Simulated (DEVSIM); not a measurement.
System: abrupt Si p-n junction, at 250 K.

Layer 1 from the left is Si, thickness (μm) 6.90, Na (cm⁻³) 2.3e17, τn (s) 6.6e-7, τp (s) 6.6e-7. Layer 2 from the left is Si, thickness (μm) 72.0, Nd (cm⁻³) 5.7e14, τn (s) 6.6e-7, τp (s) 6.6e-7.

Left contact: ohmic. Right contact: ohmic. Voltage is applied to the left contact. Recombination: SRH at mid-gap, radiative. Mobility is constant in doping.

This is a model device: material constants are rounded textbook-type values typed into the input, and sizes, dopings and lifetimes were drawn at random. Values at 300 K; Nc and Nv go as T^1.5, mobilities as T to minus their exponent, the gap by Varshni's rule with the affinity fixed.

Si: gap (eV) 1.124, affinity (eV) 4.05, permittivity 11.7, Nc (cm⁻³) 2.86e19, Nv (cm⁻³) 3.1e19, μn (cm²/Vs) 1417, μp (cm²/Vs) 470, T exponent of μn 2.3, T exponent of μp 2.2, B (cm³/s) 4.7e-15, Varshni α (eV/K) 0.000473, Varshni β (K) 636.

**Question.** Estimate by hand the built-in potential, the peak field at zero bias, the capacitance at -1.5 V, and compare with a numerical solution.

**Answer.** 
- Built-in potential: ni = √(Nc Nv) exp(−Eg/2kT) = 8.01e7 cm⁻³ with Eg = 1.136 eV; Vbi = kT/q ln(Na Nd/ni²) = 0.809 V; numerical 0.809 V.
- Peak field at zero bias: depletion approximation: W = √(2εVbi/(qN)) = 1.36 μm with N = 5.69e14 cm⁻³; field = 2Vbi/W = 11900 V/cm; numerical 25500 V/cm (estimate below by 53 %).
- Capacitance at -1.5 V: C = √(qεN / 2(Vbi + |V|)) = 4.52 nF/cm²; numerical 4.59 nF/cm² (estimate below by 1.5 %).

Simulated with DEVSIM: 1D drift-diffusion, Boltzmann statistics, complete ionisation; no tunnelling, impact ionisation, image-force lowering or self-heating.
